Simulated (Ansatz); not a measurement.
We consider GdBr3 (C2/m, No. 12), described by r²SCAN+rVV10 (Ansatz, a quantum-chemistry and plane-wave program, plane waves, PAW).

Numerical settings: plane-wave cutoff 500 eV, 8×8×6 k mesh (along the axes of the cell as run), Fermi–Dirac smearing 0.05 eV, spin-polarised start, scalar-relativistic PAW data made under PBE.

Computed at the level's own relaxed cell.

Problem. Estimate the equilibrium volume per atom that the calculation returns.

Solution. 
- equilibrium volume per atom = 35.38 Å³/atom

Note: the magnetic order was assumed, not searched for or taken from measurement; the relaxation could not lower the start's symmetry, so the cell can be a saddle point above a distorted one; the 4f shell is treated without U or exact exchange, so its levels and filling can be wrong.

Spin–orbit coupling is not included.

Computed values are for the static lattice.

The result took roughly 30 core-minutes.
